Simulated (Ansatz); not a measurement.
**NaI: tensor shear ε_xy = +2.00 %**

Take NaI in the rock salt structure (space group Fm-3m, No. 225; a = 6.402 Å) as the base. Axes: x, y, z lie along the cube axes.

One thing is altered: a pure shear with ε_xy = ε_yx = 0.0200; the atoms relax in the strained cell.

Calculations: PBEsol/PAW in Ansatz (a first-principles code), spin-orbit coupling left out. Γ-centred 9×9×9 mesh, Fermi–Dirac width 0.05 eV.

The volume per atom hardly moves (32.80 Å³ against 32.79 Å³) and the space group changes from Fm-3m (No. 225) to Immm (No. 71). The shortest interatomic distance is still 3.201 Å and the energy goes up by 1.1 meV/atom. The pressure (mean of the normal stresses, compression positive) remains 0.1 kbar and the band gap falls by 0.101 eV (3.60 eV → 3.49 eV). The gap character remains direct at Γ and the valence-band top at Γ (three highest levels, from the VBM) becomes 0.00, -0.10, -0.18 eV (base: 0.00, 0.00, 0.00 eV). The valley order (the lowest conduction-band minima on the path, energy above the VBM, named in the base's zone) goes from Γ 3.60 eV; X along ⟨100⟩ 4.47 eV; L along ⟨111⟩ 4.96 eV to Γ 3.49 eV; X along [001] 4.35 eV; X along [100] 4.38 eV; L along [1-11] 4.81 eV and the stress (xx, yy, zz, yz, xz, xy; compression positive) is (0.02, 0.02, 0.00, 0.00, 0.00, -0.27) GPa.

Cost of the whole job for the changed cell (relaxation, final SCF and bands): around 30 core-seconds (rough).

With I present, leaving out spin-orbit coupling can change the band edges. Whether these cells are dynamically stable was not tested. Labels are those of the standard path for the cell's own space group.
